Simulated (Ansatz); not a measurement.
The reference is PbSe in the rock salt structure (space group Fm-3m, No. 225; a = 6.178 Å).

The values are results of Kohn–Sham DFT with the r2SCAN functional, run in Ansatz (a program for electronic structure) with PAW and 500 eV plane waves, no spin-orbit coupling, not measurements.

For the base:

The gap character comes out as direct at L and the density is 8.06 g/cm³. The shortest interatomic distance is 3.089 Å.

One thing is altered: cell and atoms relaxed at a pressure of 4.5 GPa.

Task: Estimate the effect on the mean gap deformation potential ΔEg/Δln V.

Result: The mean gap deformation potential ΔEg/Δln V is +3.6 eV.

Task: What does the calculation give for the gap character after the change?

Result: The gap character is still direct at L.

Task: How does this affect the density?

Result: The density grows by 0.62 g/cm³ (8.06 g/cm³ → 8.68 g/cm³).

Task: Predict the new shortest interatomic distance.

Result: The shortest interatomic distance falls by 0.076 Å, from 3.089 Å to 3.013 Å.

Spin-orbit coupling, missing from the scalar runs, can matter with Pb. Load acts through the strain it causes; cell and atoms are relaxed under it. No phonon test of stability was made.
